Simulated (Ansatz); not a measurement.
## MoP under a change: Mo → Sn

The parent structure is MoP (space group P-6m2, No. 187; a = 3.206 Å, c = 3.174 Å).

One thing is altered: full substitution Mo → Sn; the structure is relaxed again.

Level of theory: PBEsol in Ansatz (plane waves to 420 eV, PAW, no SOC), earlier PAW set. Settings: 14×14×13 k-points, 0.05 eV Fermi–Dirac smearing, for the changed cell.

The volume per atom increases by 7.03 Å³ (14.13 Å³ → 21.16 Å³) and the density falls by 1.583 g/cm³ (7.46 g/cm³ → 5.87 g/cm³). The c/a ratio decreases by 0.039 (0.990 → 0.951) and the space group remains P-6m2 (No. 187). The shortest interatomic distance rises by 34.22 pm to 278.1 pm and the band gap is still zero.

Cost of the whole job for the changed cell (relaxation, final SCF and bands): very roughly 70 core-seconds.

Whether these cells are dynamically stable was not tested. As relaxed here, SnP is a hypothetical phase, not in the database extracts checked. The final runs are not spin-polarised. An odd electron count without spin: SnP and MoP.

Ansatz is an electronic-structure program.
